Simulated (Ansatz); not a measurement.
Consider this model of amorphous Si18K12O42.

```xyz
72
Lattice="10.8410 0.2637 0.1179 0.2637 11.0881 0.4037 0.1179 0.4037 10.3400" Properties=species:S:1:pos:R:3 pbc="T T T"
Si     1.3695     5.4432     6.5839
Si     9.4139     4.8175     7.9076
Si     2.2737     3.3335     4.5229
Si     3.6815     8.4710     2.4469
Si     3.0788     6.2232     9.0775
Si    10.9469     7.3195     4.4283
Si     7.6625     9.0500     8.1237
Si     8.2761     6.8799     6.0671
Si     8.4496     2.8635     5.6422
Si     4.0701     5.2248     2.8913
Si     6.6948     0.8757     7.4279
Si    10.7718     1.7493     3.7398
Si     6.9964     5.2688     3.9138
Si     3.3513     8.6220     9.7540
Si     1.0128     9.6992     3.5752
Si     9.9966    11.2815     1.7794
Si     3.3833     3.8990     0.2027
Si     4.7888     9.8994     7.5507
K      8.4006    10.5442     4.9659
K      4.4528     0.2592     0.1874
K      6.8204     6.0886    10.0118
K      7.4034     8.4931     1.8104
K      4.4352     3.0938     7.1169
K      0.7103     2.5086     9.4794
K      7.7555     2.1203     0.1790
K     10.1771     4.7925     1.8668
K      4.3258    11.1360     4.4670
K      4.3873     7.1006     5.6255
K      1.2862     9.3317     6.9789
K     10.6509     8.1414     0.4827
O      7.2882     1.8328     6.1830
O      8.2463     5.8564     7.3416
O      0.8970     2.7793     3.7497
O      4.2449     4.8609     9.1524
O      0.9880    11.1558     4.3989
O      4.3293     7.3093     9.5440
O      9.5870     6.7292     5.1408
O      2.7380     4.6300     3.6054
O      3.8758     6.8572     2.7751
O      2.9783     8.6430     0.9577
O      2.2274     5.4245    10.3029
O      6.3450     1.6681     8.7443
O      0.3867     9.9259     2.1082
O      3.0000     2.3734     0.2725
O      7.9900    10.6687     7.8752
O      0.2311     6.7110     2.7871
O      3.8986     9.9863     8.9966
O      2.5275     9.0975     3.4949
O      7.7379     3.9730     4.6803
O      5.3549     4.9576     3.8879
O      8.2342     8.4004     6.6658
O      5.0197     9.3123     2.5658
O      3.8218     9.4379     6.3925
O      9.9802     0.8788    10.1640
O     10.9427     8.9984     4.6782
O      9.4928     1.9089     4.7762
O      5.5112    11.3551     7.2078
O      8.6024    10.8040     2.4126
O      2.0520     7.8441     9.1187
O      7.0140     6.5187     5.0747
O      2.6512     5.9365     7.4857
O      1.2728     6.5897     5.4192
O      4.3268     4.4838     1.4624
O      9.2353     4.4698     9.4401
O      6.0254     8.8673     7.9009
O     10.2247     1.6495     2.2090
O     10.8860     5.5464     7.6294
O      9.3056     3.5107     6.8700
O      7.6041     5.6335     2.5005
O      1.7274     3.9862     5.9623
O      3.3817     2.2740     4.8363
O      8.2147     8.4271     9.4654
```

The numbers are results of PBE, scalar-relativistic without spin-orbit coupling (plane waves to 420 eV, PAW; Ansatz, an electronic-structure program), not measurements.

It comes from a melt-quench run on a machine-learned potential (CHGNet), relaxed afterwards by DFT. O atoms were pushed apart under 1.9 Å during the dynamics, to hinder bonds among them. The hot cell started wider than the set density and was brought back towards it in steps. It is the lowest in DFT energy of 2 quenches. It is a model cell: composition and starting density were chosen by hand, and all elements were melted together. No dispersion term was used. Its density started from a set value of 2.33 and ended at 2.20 g/cm³. The quench (nominally 260 K/ps over its main leg) was far faster than any real one, so the model tends to hold more defects than a real film. Values belong to this one cell and scatter from quench to quench. Volume and shape were free in the relaxation.

Bonds are counted up to Si-Si 2.60 Å, Si-K 3.45 Å, Si-O 2.06 Å, K-K 4.47 Å, K-O 3.50 Å, O-O 1.58 Å. Two cations that share two anions don't count as bonded, nor two that share one unless they lie closer than Si-Si 2.38 Å, Si-K 3.36 Å, K-K 4.34 Å.

Give the coordination numbers, mean bond lengths and angles.


* **Mean coordination of Si by anions**: 4.06 (17 with 4, 1 with 5)
* **Mean coordination of K by anions**: 6.00 (1 with 4, 2 with 5, 6 with 6, 2 with 7, 1 with 8); 24 close contacts or bonds to cations besides
* **Mean coordination of O**: 3.45 (4 with 2, 17 with 3, 19 with 4, 2 with 5)
* **Mean Si-O bond**: 1.653 Å (spread 0.053 Å, 73 counted)
* **Mean K-O bond**: 2.926 Å (spread 0.270 Å, 72 counted)
* **Mean K-K close contact**: 3.982 Å (spread 0.262 Å, 12 counted)
* **Bond angle at Si**: mean 109.1°, spread 9.3°
* **Bond angle at K**: mean 98.3°, spread 33.3°
* **Bond angle at O**: mean 110.7°, spread 22.4°

List the pairs of like atoms that count as bonded by the rules above.

K19-K27 (4.15 Å), K19-K22 (3.89 Å), K20-K27 (3.90 Å), K20-K23 (4.19 Å), K20-K22 (4.11 Å), K20-K25 (3.79 Å), K21-K25 (3.75 Å), K22-K30 (3.53 Å), K23-K24 (4.45 Å), K23-K28 (4.28 Å), K26-K30 (3.65 Å), K29-K30 (4.10 Å).
